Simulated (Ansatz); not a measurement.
Start from a 16-atom supercell of AlN in the wurtzite structure (space group P6_3mc, No. 186) at its relaxed geometry.

```
AlN
1.0
    6.21340     0.00000     0.00000
   -3.10670     5.38097     0.00000
    3.10670     5.38097     4.97846
Al N
8 8
Direct
  0.17007   0.33674   0.99659
  0.17007   0.83674   0.99659
  0.67007   0.33674   0.99659
  0.67007   0.83674   0.99659
  0.83674   0.67007   0.49659
  0.83674   0.17007   0.49659
  0.33674   0.67007   0.49659
  0.33674   0.17007   0.49659
  0.78846   0.95513   0.37821
  0.78846   0.45513   0.37821
  0.28846   0.95513   0.37821
  0.28846   0.45513   0.37821
  0.45513   0.28846   0.87821
  0.45513   0.78846   0.87821
  0.95513   0.28846   0.87821
  0.95513   0.78846   0.87821
```

All numbers come from r2SCAN, PAW, 500 eV (Ansatz, a program for electronic structure; no spin-orbit coupling).

Perturbation: one Al atom is added in an open site, starting 1.98 Å from the nearest host atom, atoms relaxed at fixed cell, starting from a slightly rattled geometry.

### Question
How does this affect the final site of the added atom?

### Answer
The final site of the added atom amounts to 3 N at 1.88 Å.

### Question
Predict the new largest displacement of a host atom from its site in the perfect cell.

### Answer
The largest displacement of a host atom from its site in the perfect cell is 0.21 Å.

The magnetic state is the one reached from the starting moments; the real material's order can differ, and small cells can't hold many antiferromagnetic ones. The cell is small, so the values are those of an ordered compound at a high defect concentration; dilute-limit values will differ. The defect cell is spin-polarised and ends with 1.0 μB.
